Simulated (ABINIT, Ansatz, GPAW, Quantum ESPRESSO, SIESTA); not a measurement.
## KMnF3 (Pm-3m, 5 atoms in the cell) computed with different codes at matched settings

Self-consistent single point.

```xyz
5
Lattice="4.1827 0.0000 0.0000 0.0000 4.1827 0.0000 0.0000 0.0000 4.1827" Properties=species:S:1:pos:R:3 pbc="T T T"
K      2.0913     2.0913     2.0913
Mn     0.0000     0.0000     0.0000
F      2.0913     0.0000     0.0000
F      0.0000     2.0913     0.0000
F      0.0000     0.0000     2.0913
```
Moments meant for the start (each program seeds them in its own way; μB, in the order of the atoms K Mn F F F): 0.0 4.0 0.0 0.0 0.0.

Shared settings, as Ansatz (a program for electronic structure) writes them: kpoints.mp_grid.grid = 2 2 2; scf.occupations.method = fermi_dirac; scf.occupations.width = 0.02 eV. Potentials and cutoffs stand in the table.

| code | model | pressure (GPa) | gap on the mesh (eV) | size of the net moment (μB/atom) | cutoff |
|---|---|---|---|---|---|
| Quantum ESPRESSO | LDA (PW92), PseudoDojo standard norm-conserving (LDA) pseudopotentials | -4.30 | 1.009 | 1.00 | 100 Ry |
| GPAW | LDA (Perdew-Wang 92), GPAW PAW datasets LDA (gpaw-data 1.0.1) | – | 0.737 | 1.00 | 900 eV |
| Ansatz | LDA (PW92), PAW files made with PBE | -4.52 | 0.903 | 1.00 | 420 eV |
| SIESTA | LDA PW92, numerical atomic orbitals DZP, PseudoDojo LDA standard norm-conserving potentials (rewritten from UPF to PSML) | -5.83 | 1.013 | 1.00 | grid 350 Ry |
| ABINIT | LDA (PW92), norm-conserving pseudopotentials (PseudoDojo nc-sr-04 LDA standard) | -4.31 | 1.009 | 1.00 | 48 Ha |

A dash marks a value that a program does not give, or that is left out as unsure.

Gaps are read on the mesh.

On Ansatz's run: with one magnetic atom in the cell only a parallel order is possible.

The spread over the programs that give each value: pressure within 1.53 GPa; gap on the mesh within 0.276 eV; size of the net moment within 0.00 μB/atom.

SIESTA uses small atom-centred bases, whose incompleteness enters pressures, forces and empty levels differently from a plane-wave cutoff. Ansatz's pressure is given at a fixed set of plane waves, as the other plane-wave codes print theirs; with its correction for the finite basis it is -4.04 GPa (the shift of 0.48 GPa shows how far the cutoff is from converged). The pressure of GPAW is left out: its cutoff lies under the one at which its stress was checked. In the pressure, SIESTA (by 1.52) lies more than 1 GPa from the median of the plane-wave programs. In the gap, GPAW (by 0.219) lies more than 0.12 eV from the median of the plane-wave programs.

On the base mesh (4 4 4) the same programs gave: Ansatz pressure -4.80 GPa, gap on the mesh 0.871 eV; Quantum ESPRESSO pressure -4.56 GPa, gap on the mesh 0.978 eV; ABINIT pressure -4.57 GPa, gap on the mesh 0.978 eV; GPAW gap on the mesh 0.706 eV; SIESTA pressure -5.28 GPa, gap on the mesh 0.989 eV.

The starting cell comes from a database of computed structures (which also holds hypothetical and non-ambient phases and stackings), without a prior relaxation at this level.

Left out of this page: CP2K (on another mesh).

Keys are those of Ansatz 0.2.
